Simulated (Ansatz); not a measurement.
Data:

```xyz
19
Lattice="0.0000 -3.0474 0.0000 7.5168 1.5237 -5.6445 4.7614 -1.5237 5.6445" Properties=species:S:1:pos:R:3 pbc="T T T"
Ga     7.5757    -1.5041    -1.1481
Ga     6.1848    -1.6800     4.7420
Ga     6.0426    -1.5204    -4.5460
Ga     4.8136    -1.5153     1.1737
Ga     7.6512    -3.0509     1.8597
Ga     1.4700    -1.3166     1.6631
Ga    10.7813    -1.5341    -1.8303
Ga     4.6358    -0.0045    -1.7571
O      8.0235    -1.5214     0.6518
O      4.2996    -1.5287    -0.5855
O     10.3225    -0.0135    -0.6879
O      8.8547    -1.4490    -2.5800
O      7.4867    -1.5559     3.2687
O      4.7913    -1.5305    -3.1559
O      3.3782    -1.5189     2.3731
O      5.7684    -3.0396     1.4843
O      7.0528     0.0029    -4.2560
O      5.1554    -3.1869     4.2168
O      6.5750     0.0174    -1.4451
```

Spin-polarised, with starting moments of sign Ga0 Ga+ Ga0 Ga0 Ga0 Ga+ Ga0 Ga0 O0 O0 O0 O0 O0 O0 O0 O0 O0 O0 O0.

All numbers come from PBEsol in Ansatz (plane waves to 420 eV, PAW, scalar-relativistic without spin-orbit coupling), earlier PAW set. k-mesh 8×3×4 (Γ-centred); smearing 0.01 eV (Fermi–Dirac).

Task: What total moment of the cell does the calculation give?

Result: 0.0 μB.

Task: Estimate the gap of the supercell.

Result: 1.26 eV.

Task: Estimate the pressure.

Result: -2.8 GPa.

Other magnetic orders, which the real material may have, were not ruled out. The cell is small, so the values are those of an ordered compound at a high defect concentration; dilute-limit values will differ. Starting moments died away, wholly or in part, for O vacancy; another magnetic solution may exist. The cell was made from Ga2O3 (space group C2/m, No. 12) by this change: O vacancy. The defect cell is spin-polarised and ends with 0.0 μB.

Ansatz is a program for electronic structure.
